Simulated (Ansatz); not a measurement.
Ansatz (a quantum-chemistry and plane-wave program) run on Co3Si (P1, 8 atoms in the cell): self-consistent single point.

Level of theory: PBEsol, PAW files made with PBE (plane waves; Ansatz).

The change in words: atoms moved at random. Reference geometry:
```yaml
crystal:
  lattice:
    - [5.06406, 0.00000, 0.00000]
    - [-2.53203, 4.38560, 0.00000]
    - [0.00000, 0.00000, 4.04271]
  atoms:
    - { symbol: Co, position: [0.16748, 0.33495, 0.75000] }
    - { symbol: Co, position: [0.83252, 0.66505, 0.25000] }
    - { symbol: Co, position: [0.83252, 0.16748, 0.25000] }
    - { symbol: Co, position: [0.16748, 0.83252, 0.75000] }
    - { symbol: Co, position: [0.66505, 0.83252, 0.75000] }
    - { symbol: Co, position: [0.33495, 0.16748, 0.25000] }
    - { symbol: Si, position: [0.66667, 0.33333, 0.75000] }
    - { symbol: Si, position: [0.33333, 0.66667, 0.25000] }
```

Reference input (self-consistent single point, DFT, PBEsol, plane waves, PAW files made with PBE): kpoints.mp_grid.grid = 5 5 6; hamiltonian.xc = pbesol; hamiltonian.pseudopotentials = {kind: paw} (an earlier, softer set of the program's PAW files); scf.occupations.method = gaussian; scf.occupations.width = 0.0037 Ry. This run's input differs from it in these lines:

Ansatz 0.2 input:
```diff
@@ -7,10 +7,10 @@
   atoms:
-    - { symbol: Co, position: [0.167475, 0.334950, 0.750000] }
-    - { symbol: Co, position: [0.832525, 0.665050, 0.250000] }
-    - { symbol: Co, position: [0.832525, 0.167475, 0.250000] }
-    - { symbol: Co, position: [0.167475, 0.832525, 0.750000] }
-    - { symbol: Co, position: [0.665050, 0.832525, 0.750000] }
-    - { symbol: Co, position: [0.334950, 0.167475, 0.250000] }
-    - { symbol: Si, position: [0.666667, 0.333333, 0.750000] }
-    - { symbol: Si, position: [0.333333, 0.666667, 0.250000] }
+    - { symbol: Co, position: [0.155720, 0.328022, 0.738719] }
+    - { symbol: Co, position: [0.860215, 0.684610, 0.259572] }
+    - { symbol: Co, position: [0.828272, 0.153696, 0.245398] }
+    - { symbol: Co, position: [0.153948, 0.823540, 0.746318] }
+    - { symbol: Co, position: [0.672316, 0.839688, 0.749119] }
+    - { symbol: Co, position: [0.328913, 0.166421, 0.244620] }
+    - { symbol: Si, position: [0.653348, 0.329396, 0.758771] }
+    - { symbol: Si, position: [0.347266, 0.674626, 0.257483] }
 kpoints:
```

The program printed (abridged):

```
SCF iter   1: F=—  HF=-31803.664979 eV  |F-HF|=—  |Δ(HF+E_count)|=         —  Δρ=5.19e-2  dr2=3.35e0  ethr=3.10e-3  ⟨swp⟩=5.2  Hψ=15774  notcnv=0  defer=27
all-band conjugate gradients solve this SCF's bands
preconditioner: auto → Kerker (q_TF=auto, 2.822 Å⁻¹)
SCF iter   2: F=—  HF=-31803.384889 eV  |F-HF|=—  |Δ(HF+E_count)|=   2.80e-1  Δρ=3.67e-2  dr2=1.88e0  ethr=3.05e-3  ⟨swp⟩=2.0  Hψ=6292  notcnv=0  defer=283
   [... lines left out ...]
SCF iter   7: F=—  HF=-31802.929116 eV  |F-HF|=—  |Δ(HF+E_count)|=   1.87e-5  Δρ=1.20e-4  dr2=8.19e-6  ethr=6.38e-8  ⟨swp⟩=2.0  Hψ=7144  notcnv=0  defer=280
SCF iter   8: F=—  HF=-31802.929120 eV  |F-HF|=—  |Δ(HF+E_count)|=   4.06e-6  Δρ=4.59e-5  dr2=1.42e-6  ethr=7.45e-9  ⟨swp⟩=2.2  Hψ=7770  notcnv=0  defer=280
SCF iter   9: F=—  HF=-31802.929119 eV  |F-HF|=—  |Δ(HF+E_count)|=   3.74e-7  Δρ=1.54e-5  dr2=1.35e-7  ethr=1.29e-9  ⟨swp⟩=2.0  Hψ=6816  notcnv=0  defer=280
SCF iter  10: F=-31802.929119 eV  HF=-31802.929119 eV  |F-HF|=1.27e-8  |Δ(HF+E_count)|=   4.57e-8  Δρ=5.00e-6  dr2=1.19e-8  ethr=9.09e-11  ⟨swp⟩=10.6  Hψ=21761  notcnv=0
SCF 1 converged in 10 iterations: F = -31802.929119 eV  dr2 = 1.19e-8
Free energy (F): -31802.929119 eV
Internal energy: -31802.917150 eV  (E = F + TS)
E sigma→0 (E₀):  -31802.923135 eV
Entropy (-TS):   -0.011969 eV (-1.496 meV/atom)
Fermi energy:    16.715542 eV
--- Forces (eV/Å), atoms counted from 1 ---
  atom   1  Co     0.20537020     0.26332737     0.30681629
  atom   2  Co    -0.55095002    -0.94302810    -0.36865303
  atom   3  Co    -0.25920730     0.57635392     0.05807196
  atom   4  Co     0.57732585     0.34007398     0.34517444
  atom   5  Co    -0.28542158    -0.51206483     0.11878432
  atom   6  Co     0.26222009     0.42350857     0.07681080
  atom   7  Si     0.18174267     0.12147252    -0.25511318
  atom   8  Si    -0.13107747    -0.26963810    -0.28189860
--- Stress (GPa, compression-positive) ---
      -21.477401       0.557670       0.174758
        0.557670     -21.378701       0.834721
        0.174759       0.834720     -21.561963
  P = ⅓ Tr σ = -21.4727 GPa (-214.727 kbar)
  The stress holds the Pulay correction. Without it, at fixed plane waves, as pw.x and ABINIT print it: P = -21.5704 GPa
```

The run converged in 10 iterations. Against the reference run the free energy rises by 17.6 meV/atom, the pressure goes from -22.56 to -21.47 GPa and the largest force goes from 0.201 to 1.153 eV/Å.

The starting cell comes from a database of computed structures (which also holds hypothetical and non-ambient phases and stackings), without a prior relaxation at this level. Its lattice was rescaled by a random factor within 2.5 % of one. For this run, on top of that: atoms moved at random. Spin polarisation is off. With a pressure of about -21 GPa the cell is away from its equilibrium volume at this level. Forces in this geometry exceed 1 eV/Å. Ansatz's pressure includes its estimate of the finite-basis (Pulay) stress.

Cost on one core of a shared machine: roughly 60 s.
